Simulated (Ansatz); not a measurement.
For AlB2-type ZrB2, PBEsol in Ansatz (plane waves, PAW) gives:

```
Quantity                              Result
------------------------------  ------------
lattice parameter a                  3.155 Å
c axis length                        3.506 Å
bulk modulus B0                      250 GPa
cohesive energy                 7.80 eV/atom
elastic constant C11                 587 GPa
elastic constant C44                 266 GPa
Voigt–Reuss–Hill shear modulus       243 GPa
```

Task: What does r²SCAN (plane waves, PAW; Ansatz, a program for electronic structure) give for the same quantities?

Result: 
- lattice constant a: 3.168 Å (increases by 0.4 %)
- lattice parameter c: 3.551 Å (rises by 1.3 %)
- bulk modulus: 242 GPa (falls by 3.2 %)
- cohesive energy: 7.09 eV/atom (shrinks by 0.71 eV/atom)
- elastic constant C11: 578 GPa (falls by 1.5 %)
- elastic constant C44: 257 GPa (falls by 3.4 %)
- Voigt–Reuss–Hill shear modulus: 239 GPa (drops by 1.6 %)

For comparison: lattice constant a 3.17 Å (measured, room temperature, no zero-point or thermal correction; as tabulated in Zhang et al. (2020), arXiv:1911.03307); lattice parameter c 3.532 Å (measured, room temperature, not corrected to a static lattice; as tabulated in Zhang et al. (2020), arXiv:1911.03307); elastic constant C11 568 GPa (measured, room temperature, no zero-point or thermal correction; as tabulated in Zhang et al. (2020), arXiv:1911.03307).

Changes are worked out from the printed values.

Unless a cell is named, each level is at its own relaxed cell (PBEsol 10.07, r²SCAN 10.28 Å³/atom).

Ansatz's density-functional and Hartree–Fock values are scalar-relativistic unless marked +SOC, with PAW data made under PBE.
